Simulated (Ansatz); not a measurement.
Computed paths: interstitial Na in 4H silicon carbide, charge state +1

System: interstitial Na in 4H silicon carbide (charge state +1). Level of theory: PBE, PAW (plane waves to 420 eV; Ansatz, a first-principles code).

72-site cell at the relaxed PBE lattice, the Γ point alone, smearing 0.01 eV, spin-restricted, no finite-size correction. Energies are static. The charge state is imposed; whether it is stable for some Fermi level was not computed. Sites that were not tried may lie lower.

Barriers: single points on a 2×2×2 k-point mesh shifted by half a step along c at the bands' geometries (they differ from the bands' own by up to 0.49 eV, and are uncertain by about as much).

```json
[
 {"Route": "a direct jump of one Na atom", "Start site over the lowest site run (eV)": "0.00", "Hop (Å)": "2.22", "Forward barrier (eV)": "3.35", "Backward barrier (eV)": "2.09", "Neighbours at the start": "3 C at 2.09, 3 C at 2.39; 3 Si at 2.20, 3 Si at 2.47 Å", "Neighbours at the saddle": "3 C at 1.96; 3 Si at 2.09 Å", "Saddle order": "not checked, on a symmetry element", "Forward, on the band's own sampling (eV)": "3.32"},
 {"Route": "a direct jump of one Na atom", "Start site over the lowest site run (eV)": "0.00", "Hop (Å)": "3.09", "Forward barrier (eV)": "4.15", "Backward barrier (eV)": "4.15", "Neighbours at the start": "3 C at 2.09, 3 C at 2.39; 3 Si at 2.20, 3 Si at 2.47 Å", "Neighbours at the saddle": "C at 1.94, C at 2.15; Si at 2.10, Si at 2.37 Å", "Saddle order": "first order", "Forward, on the band's own sampling (eV)": "3.65"}
]
```

Paths come from climbing-image nudged elastic band runs. Of the routes that converged and passed our checks, the lowest saddle point lies 3.35 eV above the lowest of the sites run (a direct jump of one Na atom); other sites, such as split forms, and other routes may lie lower. A band can be held on a symmetry element, so unchecked saddle points there may be too high.
